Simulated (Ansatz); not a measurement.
Start from CdSe in the zinc blende structure (space group F-43m, No. 216; a = 6.133 Å). Axes: x, y, z lie along the cube axes.

Level of theory: r2SCAN (Ansatz, a quantum-chemistry and plane-wave program; PAW; 500 eV plane waves; without spin-orbit coupling).

Perturbation: every lattice vector is stretched by 3.00 %; the atoms relax in the strained cell.

Q: Predict the stress tensor and what it implies for the stiffness.

A: Stress of the strained cell less that of the base (GPa, compression positive):
```
  -3.74    0.00    0.00
   0.00   -3.74    0.00
   0.00    0.00   -3.74
```

Then B = −ΔP/(ΔV/V₀) with ΔV/V₀ = 0.0927 gives secant stiffness values (nonlinear terms included at this strain): B ≈ 40 GPa.

As a check, the harmonic strain energy −½ V₀ Δσ:ε is 30 meV/atom; the computed energy rise is 34 meV/atom.

Stability against distortions was not tested.
